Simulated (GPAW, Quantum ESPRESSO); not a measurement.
A GPAW input for a self-consistent single point of KMgH3 (Pm-3m, 5 atoms in the cell) (DFT LDA (Perdew-Wang 92), plane waves, GPAW PAW datasets LDA (gpaw-data 1.0.1)):

```python
from ase import Atoms
from ase.units import GPa
from gpaw import GPAW, PW

atoms = Atoms(['K', 'Mg', 'H', 'H', 'H'],
              cell=[[3.988100, 0.000000, 0.000000],
                    [0.000000, 3.988100, 0.000000],
                    [0.000000, 0.000000, 3.988100]],
              positions=[[0.000000, 0.000000, 0.000000],
                         [1.994050, 1.994050, 1.994050],
                         [1.994050, 0.000000, 1.994050],
                         [0.000000, 1.994050, 1.994050],
                         [1.994050, 1.994050, 0.000000]],
              pbc=True)

calc = GPAW(mode=PW(850),
            xc='LDA',
            kpts={'size': (4, 4, 4), 'gamma': True},
            occupations={'name': 'fixed-uniform'},
            nbands=-4,
            convergence={'density': 1e-05, 'energy': 1e-05, 'bands': -2},
            symmetry={'symmorphic': False, 'tolerance': 0.0005},
            maxiter=120,
            txt='-')

atoms.calc = calc

energy = atoms.get_potential_energy()
print('Energy (eV):', round(energy, 6))
forces = atoms.get_forces()
print('Forces (eV/Ang):')
print(forces.round(5))
stress = atoms.get_stress()
print('Stress (GPa, Voigt):', (stress / GPa).round(4))
```

Problem. Give the Quantum ESPRESSO input for the same structure, mesh, smearing and functional.

Solution. One input that does it (others would too):

```fortran
&CONTROL
  calculation = 'scf',
  prefix = 'pwscf',
  outdir = './tmp/',
  pseudo_dir = './',
  tprnfor = .true.,
  tstress = .true.,
/
&SYSTEM
  ibrav = 1,
  celldm(1) = 7.5364167576,
  nat = 5,
  ntyp = 3,
  ecutwfc = 40,
  ecutrho = 200,
  occupations = 'fixed',
  nbnd = 15,
/
&ELECTRONS
  conv_thr = 1.0d-9,
  mixing_beta = 0.4,
/
ATOMIC_SPECIES
K     39.0983  k_lda_v1.4.uspp.F.UPF
Mg    24.3050  mg_lda_v1.4.uspp.F.UPF
H      1.0080  h_lda_v1.4.uspp.F.UPF
ATOMIC_POSITIONS {crystal}
K     0.0000000000    0.0000000000    0.0000000000
Mg    0.5000000000    0.5000000000    0.5000000000
H     0.5000000000    0.0000000000    0.5000000000
H     0.0000000000    0.5000000000    0.5000000000
H     0.5000000000    0.5000000000    0.0000000000
K_POINTS {automatic}
4 4 4  0 0 0
```

Basis, cutoffs, solver keys and any potentials are the target program's own. This input uses DFT, LDA (PZ), plane waves, GBRV 1.5 ultrasoft (LDA) pseudopotentials. LDA parametrisations can differ slightly between programs.

The starting cell comes from a database of computed structures (which also holds hypothetical and non-ambient phases and stackings), without a prior relaxation at this level.
